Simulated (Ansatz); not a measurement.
# BeS, pressure series

Consider BeS in the zinc blende structure (space group F-43m, No. 216).

```yaml
crystal:
  lattice:
    - [0.00000, 2.41900, 2.41900]
    - [2.41900, 0.00000, 2.41900]
    - [2.41900, 2.41900, 0.00000]
  atoms:
    - { symbol: S, position: [0.75000, 0.75000, 0.75000] }
    - { symbol: Be, position: [0.00000, 0.00000, 0.00000] }
```

Cell and atoms are relaxed at each pressure.

Calculations: PBEsol (Ansatz, a program for electronic structure; PAW; 420 eV plane waves; no spin-orbit coupling).

For the base:

The band gap comes out as 2.91 eV.

Problem. The aim is a band gap between 1.85 eV and 1.96 eV. Which of these changes reaches it?
(A) pressure 60 GPa
(B) pressure 9 GPa
(C) pressure −2 GPa

Solution. A, pressure 60 GPa. It gives 1.89 eV; pressure 9 GPa gives 2.71 eV; pressure −2 GPa gives 2.96 eV. Changes not listed may reach it too

Load acts through the strain it causes; cell and atoms are relaxed under it. No phonon test of stability was made. Competing high-pressure phases were not computed.
